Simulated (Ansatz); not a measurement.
**Response to strain in MgTe**

Base system: MgTe in the zinc blende structure (space group F-43m, No. 216).

```yaml
crystal:
  lattice:
    - [0.00000, 3.21920, 3.21920]
    - [3.21920, 0.00000, 3.21920]
    - [3.21920, 3.21920, 0.00000]
  atoms:
    - { symbol: Mg, position: [0.00000, 0.00000, 0.00000] }
    - { symbol: Te, position: [0.25000, 0.25000, 0.25000] }
```

Cartesian axes are those of the cell as printed.

Strains are applied to the cell and any free atomic positions relax; under stress the whole cell relaxes.

Method: Kohn–Sham DFT with the PBEsol functional, run in Ansatz (a program for electronic structure) with PAW and 420 eV plane waves, scalar-relativistic without spin-orbit coupling, earlier PAW set.

Candidates:
(a) tensor shear ε_xy = −1.83 %
(b) uniaxial stress, 3 GPa tension along x
(c) tensor shear ε_yz = +3.20 %
(d) isotropic strain −0.56 %

Base values:

| Item | Value |
|---|---|
| Band gap | 2.35 eV |

Question: Order them by band gap, highest first.

Answer: (d) isotropic strain −0.56 % (2.42 eV), (a) tensor shear ε_xy = −1.83 % (2.22 eV), (c) tensor shear ε_yz = +3.20 % (2.09 eV), (b) uniaxial stress, 3 GPa tension along x (1.94 eV)

With Te present, leaving out spin-orbit coupling can change the band edges. Stability under load was not tested beyond the relaxation.
